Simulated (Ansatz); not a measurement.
Where the default PAW files enter, the runs use the earlier of Ansatz's two default sets.

Here is the system:

```yaml
crystal:
  lattice:
    - [3.60017, 0.00000, 0.00000]
    - [0.00000, 5.22516, 0.00000]
    - [0.00000, 0.00000, 3.60017]
  atoms:
    - { symbol: Zr, position: [0.00000, 0.00000, 0.00000] }
    - { symbol: Zr, position: [0.50000, 0.50000, 0.50000] }
    - { symbol: O, position: [0.50000, 0.69823, 0.00000] }
    - { symbol: O, position: [0.50000, 0.19823, 0.00000] }
    - { symbol: O, position: [0.00000, 0.80177, 0.50000] }
    - { symbol: O, position: [0.00000, 0.30177, 0.50000] }
```

Space group of this cell: P4_2/nmc. The cell is taken as given.

Calculation: r2SCAN (plane waves, PAW; Ansatz, a quantum-chemistry and plane-wave program).

The current runs along the normal of the first two printed vectors; no spin-orbit coupling. Scaled by the factor s: all lengths (ions clamped). Meshes 8×6×8 and 8×6 across the current in all rows.

| s | mean pressure (GPa) | band gap (eV) |
|---|---|---|
| 0.98 | 16.9 | ? |
| 1.00 | -0.2 | 4.61 |
| 1.02 | -13.2 | 4.37 |

Problem. Take the slope of the band gap against ln s from the two given rows, extrapolate to s = 0.98, and say what the run there gives.

Solution. Slope = (4.37 − 4.61) / ln 1.02 = -12.1 eV. The line gives 4.61 + (-12.1) × ln 0.98 = 4.85 eV. The run gives 4.80 eV, 0.05 eV under the line, 22 % of the predicted step.
